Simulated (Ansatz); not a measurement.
Results of r²SCAN (plane waves, PAW; Ansatz, a first-principles code) for C (model structure, started from the Si type, R-3, No. 148, 8 atoms in the cell).

Settings: plane-wave cutoff 560 eV, 10×10×10 k mesh, Fermi–Dirac smearing 0.01 eV, scalar-relativistic PAW data made under PBE.

Cell (relaxed at this level):

```xyz
8
Lattice="3.1739 1.8324 1.2895 -3.1739 1.8324 1.2895 0.0000 -3.6649 1.2895" Properties=species:S:1:pos:R:3 pbc="T T T"
C     -2.1894    -0.5692     1.5322
C      2.1894     0.5692     2.3363
C      1.5877    -1.6115     1.5322
C     -1.5877     1.6115     2.3363
C      0.6017     2.1807     1.5322
C     -0.6017    -2.1807     2.3363
C      0.0000     0.0000     2.7000
C      0.0000     0.0000     1.1685
```

Question: Estimate the band gap, smallest direct gap on the k points sampled and Γ–Γ gap that the calculation returns.

Answer: 
band gap: 3.73 eV (indirect)
smallest direct gap on the k points sampled: 5.02 eV
Γ–Γ gap: 8.49 eV

Note: the relaxation could raise the start's symmetry but not lower it, so the cell can be a saddle point.

The computed numbers hold no vibrational or temperature effects.

A model structure was made by putting elements into a prototype or built by hand; it is no filed structure, need not be a known phase, and can be a saddle point held by its symmetry.
